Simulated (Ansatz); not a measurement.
Consider AlCo in the CsCl type structure (space group Pm-3m, No. 221; a = 2.824 Å; weakly magnetic (sensitive to the mesh); relaxed with 0.1 eV smearing). Axes: x, y, z lie along the cube axes.

All numbers come from Ansatz (a quantum-chemistry and plane-wave program), r2SCAN, PAW, cutoff 500 eV, scalar-relativistic without spin-orbit coupling, earlier PAW set.

One thing is altered: the cell is scaled by 1.0141 in all directions; the atoms relax in the strained cell.

**Question.** Predict the stress tensor and what it implies for the stiffness.

**Answer.** Stress of the strained cell less that of the base (GPa, compression positive):
```
   -7.4     0.0     0.0
    0.0    -7.4     0.0
    0.0     0.0    -7.4
```

Then B = −ΔP/(ΔV/V₀) with ΔV/V₀ = 0.0429 gives secant stiffness values (nonlinear terms included at this strain): B ≈ 173 GPa.

As a check, the harmonic strain energy −½ V₀ Δσ:ε is 11 meV/atom; the computed energy rise is 12 meV/atom.

The magnetic state is the one reached from the starting moments; the real material's order can differ, and small cells can't hold many antiferromagnetic ones. Stability against distortions was not tested.
